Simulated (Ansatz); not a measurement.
## Hypothetical anatase SrBr2: response to strain

Consider SrBr$_{2}$ in the anatase structure (space group I4_1/amd, No. 141; a = 6.043 Å, c = 14.509 Å; a hypothetical phase, not in the database extracts checked). Axes: x, y, z lie along a, b, c of the conventional cell.

Strains are applied to the cell and any free atomic positions relax; under biaxial strain the out-of-plane vector relaxes too.

Calculations: plane-wave PAW DFT at the PBE level (Ansatz, a first-principles code, 420 eV), no spin-orbit coupling.

Candidates:
(a) isotropic strain +2.32 %
(b) isotropic strain +0.82 %
(c) isotropic strain +4.21 %
(d) biaxial strain −1.04 %, plane normal [001], relaxed out of plane
(e) biaxial strain +1.23 %, plane normal [001], relaxed out of plane

For the base:

```
Quantity              Result
-------------------  -------
Smallest direct gap  4.81 eV
```

**Question.** Order them by smallest direct gap, highest first.

**Answer.** (d) biaxial strain −1.04 %, plane normal [001], relaxed out of plane (4.84 eV), (e) biaxial strain +1.23 %, plane normal [001], relaxed out of plane (4.77 eV), (b) isotropic strain +0.82 % (4.74 eV), (a) isotropic strain +2.32 % (4.61 eV), (c) isotropic strain +4.21 % (4.45 eV)

No phonon test of stability was made.
